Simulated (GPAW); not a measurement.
Band structure of Ba2PdO3 (Immm, 6 atoms in the cell).

```
Ba2PdO3
1.0
   -1.91810     2.04000     6.66750
    1.91810    -2.04000     6.66750
    1.91810     2.04000    -6.66750
Ba Pd O
2 1 3
Direct
  0.64610   0.64610   0.00000
  0.35390   0.35390   0.00000
  0.00000   0.00000   0.00000
  0.50000   0.00000   0.50000
  0.84810   0.84810   0.00000
  0.15190   0.15190   0.00000
```

Computed with PBEsol, GPAW PAW datasets PBEsol (made by gpaw-setup) (plane waves; GPAW 25.7.0).

Settings: mode = pw; ecut = 900 eV; xc = PBEsol; kpts = 2 2 2; mesh shift (steps) = 0 0 0; occupations.name = fermi-dirac; occupations.width = 0.1 eV; nbands = -12; convergence.forces = 0.001 eV/Å; symmetry.symmorphic = false; symmetry.tolerance = 0.0005; maxiter = 120; bandpath_npoints = 50.

The starting cell comes from a database of published, mostly measured structures (it also holds non-ambient and calculated ones), without a prior relaxation at this level. Spin polarisation is off.

Levels in eV from the Fermi level, bands 24 to 31:
| point | 24 | 25 | 26 | 27 | 28 | 29 | 30 | 31 |
|---|---|---|---|---|---|---|---|---|
| Γ | -1.96 | -1.71 | -0.90 | -0.71 | 0.10 | 2.15 | 2.36 | 3.50 |
| X | -1.94 | -1.69 | -1.18 | -1.07 | 0.28 | 3.25 | 4.32 | 4.73 |
| L | -1.29 | -0.77 | -0.40 | -0.06 | 1.07 | 2.67 | 3.67 | 4.17 |
| T | -1.24 | -0.76 | -0.35 | -0.03 | 0.95 | 2.70 | 3.64 | 4.16 |
| W | -1.23 | -0.82 | -0.33 | -0.04 | 1.08 | 2.72 | 3.11 | 4.89 |
| R | -1.76 | -1.68 | -1.19 | -1.11 | 0.29 | 3.19 | 4.43 | 4.73 |
| X1 | -1.94 | -1.69 | -1.18 | -1.07 | 0.28 | 3.25 | 4.32 | 4.73 |
| Z | -1.86 | -1.73 | -0.75 | -0.58 | -0.05 | 1.87 | 3.25 | 4.07 |
| Y | -1.71 | -0.88 | -0.60 | -0.33 | 2.51 | 3.94 | 4.35 | 4.48 |
| S | -1.70 | -0.89 | -0.58 | -0.29 | 2.68 | 4.06 | 4.25 | 4.27 |
| L1 | -1.29 | -0.77 | -0.40 | -0.06 | 1.07 | 2.67 | 3.67 | 4.17 |

Bands cross the Fermi level along this path, so the cell is metallic at this level.
